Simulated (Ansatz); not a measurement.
Ag (model structure, started from the diamond type, Fd-3m, No. 227, 2 atoms in the cell): lattice parameter a by level of theory

No measured value is used here.

| level (code) | value (Å) |
|---|---|
| LDA (Ansatz) | ___ |
| PBE (Ansatz) | 6.218 |
| PBEsol (Ansatz) | 6.038 |
| r²SCAN (Ansatz) | 6.096 |

Q: Some entries are withheld; supply them.

A: 
- LDA (Ansatz, a program for electronic structure), value (Å): 5.930

Cutoffs differ between the levels. Ansatz's density-functional and Hartree–Fock values are scalar-relativistic unless marked +SOC, with PAW data made under PBE.

A model structure was made by putting elements into a prototype or built by hand; it is no filed structure, need not be a known phase, and can be a saddle point held by its symmetry.
